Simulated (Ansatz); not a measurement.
We consider CsCl-type CuZn, described by revPBE (PAW; Ansatz, a first-principles code).

Run with plane-wave cutoff 520 eV, 18×18×18 k mesh, Fermi–Dirac smearing 0.05 eV, no spin polarisation, scalar-relativistic PAW data made under PBE.

Pressure at four volumes; x = ln(V/13.376 Å³). One pressure is withheld.

```tsv
V (Å³/atom)	x	P (GPa)
12.574	-0.0618	7.55
13.376	0.0000	0.00
13.911	0.0392	-3.71
14.179	0.0583	?
```

Question: Pass a parabola P(x) through the three rows shown, estimate the bulk modulus and its pressure derivative near zero pressure, and predict the withheld pressure.

Answer: Slopes between the rows: (0.00 − (7.55))/(0.0000 − (-0.0618)) = -122.17 and (-3.71 − (0.00))/(0.0392 − (0.0000)) = -94.64 GPa. Their difference over the span 0.1010 is c = 27.53/0.1010 = 272.6 GPa, so P(x) = 7.55 + (-122.17)(x − (-0.0618)) + 272.6 (x − (-0.0618))(x − (0.0000)). At the middle row B = −dP/dx = −[-122.17 + 272.6 × 0.0618] = 105.3 GPa, and B′ = dB/dP = 2c/B = 5.2. At x = 0.0583 the parabola gives -5.21 GPa; the run gives -5.25 GPa. The Birch–Murnaghan fit to the energies at all volumes has B0 = 104 GPa and B′ = 5.0.

Measured, for comparison: bulk modulus 116 GPa (temperature not stated, not corrected to a static lattice; as tabulated in Nepal et al. (2020), arXiv:2007.11150). Computed (rounded) less measured: bulk modulus -10 %.
